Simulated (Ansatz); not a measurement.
SiC under load (space group P6_3mc), PBE with spin-orbit coupling, rigid bands in Ansatz (an electronic-structure program). Condition of this run: biaxial stress in the c plane of -5 GPa (compression positive) (the target of the relaxation). Band gap 2.38 eV, N_c = 1.13e19 cm⁻³ and N_v = 8.54e19 cm⁻³ at 300 K, conductivity masses along x (a = (3.10, 0.00, 0.00) Å; b = (-1.55, 2.69, 0.00) Å; c = (0.00, 0.00, 5.04) Å) of 0.448 mₑ (electrons) and 1.42 mₑ (holes). Take k_BT = 0.02585 eV.

Q: What thermal injection velocity √(2k_BT/πm) limits a ballistic channel along the direction named?

A: 8.04e6 cm/s for electrons and 4.51e6 cm/s for holes, a ratio of √(m_h/m_e) = 1.78, for dilute carriers.

Q: A film of it is 8 nm thick, with its normal along the direction named. Estimate the confinement energies in an infinite well.

A: ħ²π²/(2m t²) = 0.376 eV·nm²/(m/mₑ × t²) gives 13.1 meV for electrons and 4.14 meV for holes, so the gap would widen to about 2.40 eV. Finite barriers and nonparabolic bands lower this, and with several valleys or bands the heaviest mass along the normal sets the lowest level, not this average.

Q: Find the intrinsic carrier density and the intrinsic Fermi level.

A: n_i = √(N_c N_v) exp(−E_g/2k_BT) = 3.11e19 × exp(−46.03) = 3.2e-1 cm⁻³. The level lies (k_BT/2) ln(N_v/N_c) = 26 meV from mid-gap (positive towards the conduction band). Each 0.1 eV added to the gap lowers n_i by a factor of 6.9.

Rigid bands with the computed gap; masses take one relaxation time for all states. Geometry: cell and atoms relaxed with PBEsol.
